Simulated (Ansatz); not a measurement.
Cell and atoms of amorphous Si24O48H2:

```
HO24Si12
1.0
   10.05782    -0.03690    -0.13511
   -0.03690     9.84997     0.06317
   -0.13511     0.06317    11.08968
Si O H
24 48 2
Cartesian
  3.73612   8.23403   4.14307
  2.87974   0.28300   6.50014
  5.57085   9.82516   7.56969
  1.82686   5.83821   1.99024
  5.98720   9.13593   1.49491
  2.07644   9.64143   9.50067
  1.47774   3.98164   9.39965
  8.78418   7.29518   6.01489
  9.78755   5.54887  -0.01718
  3.08282   5.05905   6.88879
  8.71300   3.18843   1.77870
  7.26553   0.18376   9.81387
  3.26943   2.13953  11.00639
  5.89817   2.13697   1.68240
  8.42819   0.41195   6.12444
  2.17857   2.94452   5.20488
  8.03693   7.14120   8.91370
  3.66851   7.46091   0.04969
  1.09924   5.68533   5.00260
  1.65475   2.67815   2.24991
  5.07492   6.80211   8.52457
  6.63488   4.28109   3.55798
  6.09055   6.26616   4.77170
  9.67373   1.38553   8.88383
  3.19400   0.90725   9.94787
  0.43637   6.39472   1.34571
  7.24159   7.08578   5.54519
  2.40823   1.72026   1.17216
  7.85688   8.74887   9.07270
  8.95602   6.86477   7.59060
  8.41282   1.40990   4.83621
  8.97535   4.28395   0.60397
  0.35983   2.84965   9.11905
  4.92841   2.39592   0.39638
  4.32730   6.70552   9.97127
  8.18271   3.89594   3.18002
  6.62271   6.36652   8.71769
  9.72519   6.35667   5.08105
  9.16119   8.86330   5.81503
  2.36667   2.38576   3.68636
  5.58715   0.64534   2.23457
  9.23597   1.13654   7.34198
  4.67537   8.47898   0.79494
  5.97727   0.66800   8.93805
  8.35184   1.39254   9.82771
  5.03677   8.29576   7.86429
  6.26552   4.62724   5.13912
  2.30531   8.29780  10.38756
  3.09699   6.46752   1.20747
  7.47321   2.27137   1.26506
  0.58109   0.27106   9.65024
  6.98750   9.54549   0.27885
  6.36548   5.87649   3.14292
  0.91648   4.03346   5.10882
  6.81452   8.25850   2.55505
  2.92660   9.05220   5.34740
  4.39342   0.81072   6.82055
  0.75332   5.21108  10.15784
  1.77774   6.16707   3.58720
  4.41645   5.70467   7.51909
  5.60162   3.24307   2.85638
  1.96812   1.60705   6.12455
  2.17451   6.18383   6.12069
  2.74088   3.48295  10.27855
  0.03422   2.40914   2.24282
  8.65468   6.60261  10.30020
  2.07951   4.46104   7.99765
  4.69972   7.07727   4.94777
  3.41526   3.84196   5.82082
  6.88293   0.03651   6.50318
  2.24497   9.40276   7.89452
  1.91400   4.22575   1.83116
  6.79844   7.27481   2.48285
  8.91465   2.23595   4.90891
```

Methods: PBE, scalar-relativistic without spin-orbit coupling (Ansatz, a program for electronic structure); r2SCAN, scalar-relativistic without spin-orbit coupling (Ansatz); HSE06, scalar-relativistic without spin-orbit coupling (Ansatz). Neutral PBE cell, which sets geometry, pressure and energy: sampling: a 2×2×2 Γ-centred mesh; Fermi-Dirac width 0.02 eV; no spin polarisation. The usual formal charges leave 2 electrons over, so the level spacing at the Fermi energy parts defect or band states and needn't be the band gap. Exact exchange is cut at the faces of this 10 Å cell, which leaves hybrid gaps a finite-size error.

A CHGNet melt-quench gave the starting glass, which DFT then relaxed. O atoms were pushed apart under 1.9 Å during the dynamics, to hinder bonds among them. The hot cell started wider than the set density and was brought back towards it in steps. It is the lowest in DFT energy of 2 quenches. It is a model cell: composition and starting density were chosen by hand, and all elements were melted together. No dispersion term was used. Its density started from a set value of 2.18 and ended at 2.18 g/cm³. The simulated quench (nominally 530 K/ps over its main leg) is rapid and tends to freeze in more defects than a deposited or slowly cooled glass has. A cell of this size samples the disorder only roughly. The volume was held where the preparation left it and the shape relaxed.

Problem. Give the pressure, the energy against reference phases and the spacing of the highest filled and lowest empty levels.

Solution. 
```yaml
Pressure on a 2×2×2 Γ-centred mesh: 1.60 GPa
Largest force and stress component on that mesh (the relaxation ran on the zone centre alone): 0.04 eV/Å and 1.6 GPa
Energy relative to alpha cristobalite + H2 gas (lowest mix at this level among the phases computed, not always the ambient ones): 111 meV/atom
Level spacing at the Fermi energy on a 2×2×2 Γ-centred mesh (PBE): 3.73 eV
Level spacing at the Fermi energy at the zone centre (PBE): 3.79 eV
Level spacing at the Fermi energy at the zone centre (r2SCAN): 4.08 eV
Level spacing at the Fermi energy at the zone centre (HSE06): 5.01 eV
Distance between the nearest levels spread over more than a fifth of the atoms or a third of the atoms of their main element (six at least) (PBE, zone centre): 5.77 eV
```

Problem. At PBE and the zone centre, how localised are the states just below and above the Fermi level (participation number: the atoms over which a state spreads)?

Solution. The highest filled state is spread over 2.6 atoms' worth, largest on Si1, with weights by element (charge in smoothed Voronoi cells) Si 0.63, O 0.37, H 0.00. The lowest empty state is spread over 2.7 atoms' worth, largest on Si1, with weights by element (charge in smoothed Voronoi cells) Si 0.64, O 0.36, H 0.00.

At PBE the levels at both edges of the gap are localised (band-tail or defect states), and the nearest spread-out levels lie 5.8 eV apart at the zone centre.

Neighbours within Si-Si 2.60 Å, Si-O 1.90 Å, Si-H 1.70 Å, O-O 1.58 Å, O-H 1.16 Å, H-H 0.90 Å count as bonded. Two cations that share two anions don't count as bonded, nor two that share one unless they lie closer than Si-Si 2.38 Å.

Added carriers, by PBE, scalar-relativistic without spin-orbit coupling (Ansatz) on the zone centre alone. Charged cells keep the cell fixed and stand in a uniform background, with no image correction, at a width of 0.01 eV; where the count is odd the moment is locked at 1 μB, unless the neutral cell bore moments. Each starts from the undistorted neutral geometry alone. PBE's self-interaction favours spread-out carriers, so it can miss traps that a hybrid finds.

Problem. What happens at PBE when the cell takes an extra electron and the atoms relax?

Solution. Relaxation lowers the charged cell by 0.24 eV. The largest moves are O55 0.46 Å, Si1 0.41 Å, O68 0.33 Å, O41 0.18 Å. The level that holds the added charge spreads over 2.5 atoms' worth, most on Si1 (weight 0.62): a localised (trapped) carrier, which neighbours of that atom can share. No bond crosses its cut-off with a change of over 0.15 Å. Made neutral again at that geometry, the cell lies +0.73 eV from the neutral start.

Problem. What happens at PBE when the cell takes a hole and the atoms relax?

Solution. Relaxation lowers the charged cell by 1.36 eV. The largest moves are Si1 1.09 Å, O63 0.37 Å, O67 0.30 Å, O68 0.27 Å. The level that was emptied spreads over 3.3 atoms' worth, most on Si1 (weight 0.52): a localised (trapped) carrier, which neighbours of that atom can share. Bonds formed: Si1-O63. Made neutral again at that geometry, the cell lies +1.80 eV from the neutral start.

A PBE run started with 1 μB on atoms that lack a bond or may hold spare charge lost its moments; other starts weren't tried.
